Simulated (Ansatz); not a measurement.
Consider SnO in the litharge type structure (space group P4/nmm, No. 129; a = 3.793 Å, c = 4.764 Å; layered, stacked along the Cartesian z axis). Axes: x, y, z lie along a, b, c of the conventional cell.

Structures relaxed with r2SCAN+rVV10, PAW, 500 eV (Ansatz, a quantum-chemistry and plane-wave program; no spin-orbit coupling), earlier PAW set.

Base:

Simulated powder pattern, Cu Kα1, λ = 1.54056 Å (kinematic, ideal powder, no thermal factors, no anomalous dispersion; the 8 strongest lines at most, above 2 %, up to 2θ = 90°):

| 2θ (°) | I/Imax (%) | hkl |
|---|---|---|
| 30.09 | 100 | (101) |
| 33.38 | 28 | (110) |
| 37.73 | 10.0 | (002) |
| 47.93 | 17 | (200) |
| 51.25 | 28 | (112) |
| 57.64 | 31 | (211) |
| 63.45 | 11 | (103) |
| 83.28 | 10 | (213) |

Perturbation: biaxial strain −0.38 %, plane normal [001], relaxed out of plane (Cartesian); in-plane vectors clamped, the third vector and the atoms free.

Question: How do the reflections move or split?

Answer: 
Simulated powder pattern, Cu Kα1, λ = 1.54056 Å (kinematic, ideal powder, no thermal factors, no anomalous dispersion; the 8 strongest lines at most, above 2 %, up to 2θ = 90°):

| 2θ (°) | I/Imax (%) | hkl |
|---|---|---|
| 30.14 | 100 | (101) |
| 33.51 | 28 | (110) |
| 37.65 | 10 | (002) |
| 48.13 | 17 | (200) |
| 51.28 | 28 | (112) |
| 57.84 | 31 | (211) |
| 63.36 | 11 | (103) |
| 83.34 | 10 | (213) |

The indices refer to the base's conventional cell; one index is shown for lines that coincide.

No phonon test of stability was made. The final runs are not spin-polarised.
